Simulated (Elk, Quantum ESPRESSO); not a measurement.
# Equation of state of hcp Ti (space group 194): energy against volume (Elk, PBE)

```yaml
crystal:
  lattice:
    - [2.89755, 0.00000, 0.00000]
    - [-1.44877, 2.50935, 0.00000]
    - [0.00000, 0.00000, 4.59678]
  atoms:
    - { symbol: Ti, position: [0.66667, 0.33333, 0.75000] }
    - { symbol: Ti, position: [0.33333, 0.66667, 0.25000] }
```

Computed with PBE, all-electron FP-LAPW, Elk's shipped species files, APW+lo basis with extra local orbitals (Elk 10.2.4). Settings: xctype = 20; rgkmax = 8.55; swidth = 0.00183747 Ha; ngridk = 23 23 13; gmaxvr = 14 1/bohr; nxlo = 2; lorbcnd = true; lmaxi = 2; maxscl = 100; sphere radii = {Ti: 2.4} bohr. The cell above is the first row's. The rows scale it uniformly. In all rows fractional positions and the k mesh are held. E is the free energy at the stated smearing, counted from the lowest row.

```
V (Å^3/atom)  E (meV/atom)
------------  ------------
16.711               13.34
17.075                3.77
17.438                0.00
17.801                1.58
18.165                7.95
18.528               18.71
18.891               33.44
19.255               51.79
19.618                   ?
```

Taking the third-order Birch-Murnaghan form, a cubic in V^(-2/3) for E over the 8 complete rows: With u = V^(-2/3) - 0.146, the rows have u = 0.006991, 0.004809, 0.002708, 0.000680, -0.001286, -0.003183, -0.005018, -0.006801. Least squares gives E = 3.239 - 2871.61·u + 622693·u² - 728916·u³. Residuals (row less fit): -0.008, 0.021, -0.015, 0.006, -0.013, -0.002, 0.020, -0.010; standard error 0.019 (degrees of freedom: 4). Its minimum lies at u = 0.002315, so V0 = (0.148315)^(-3/2) = 17.51. There d²E/du² = 1235000 and d³E/du³ = -4373000, so B0 = (4/9) × 17.51^(-7/3) × 1235000 × 0.160218 = 111 GPa (the last factor turns the table's units into GPa), and B0' = 4 + (2/3) × 0.148315 × (-4373000)/1235000 = 3.6.

Predict the withheld E at V = 19.618 from the fit, and compare with the calculation.

u = -0.008523, so E = 3.239 - 2871.61 × (-0.008523) + 622693 × (-0.008523)² - 728916 × (-0.008523)³ = 73.398 meV/atom. The calculation gives 73.40 meV/atom, which the fit meets to the printed digits. The row lies outside the fitted rows, so this is an extrapolation. From the scatter of the fitted rows alone, a prediction at this place has a standard error of 0.045 meV/atom, so the miss is 0.0 times that.

Carrying the step between the two nearest rows on in a straight line would have given 70.09, off by 3.31; series whose last step already gives the withheld value aren't shown. The scan was laid around a cell of about the measured size, scaled by a guess for this functional; axis ratios and inner coordinates come from that cell. The runs keep the symmetry of the cell, so they don't test it for distortions. A plane-wave scan with the same functional (Quantum ESPRESSO, GBRV) gives V0 = 17.39 Å^3/atom and B0 = 112 GPa; a Birch-Murnaghan fit to all rows here lies 0.7 % from it in V0 and -1 % in B0; the two differ in basis, and may differ in potentials and mesh. Spin polarisation is off. Values depend on the basis (sphere radii, cutoffs, local orbitals), which need not be converged. The shape of the cell and the inner coordinates aren't relaxed, so V0 and B0 belong to this uniform scaling; a relaxed crystal lies no higher in energy and is usually softer. Sphere radii are the same in all rows. Cutoffs and mesh are single choices, not tested for convergence of this quantity. Series with a scatter that would blur these digits, or in which a gap closes, are not shown. Nor are scans whose minimum lies at an end fitted in this form.
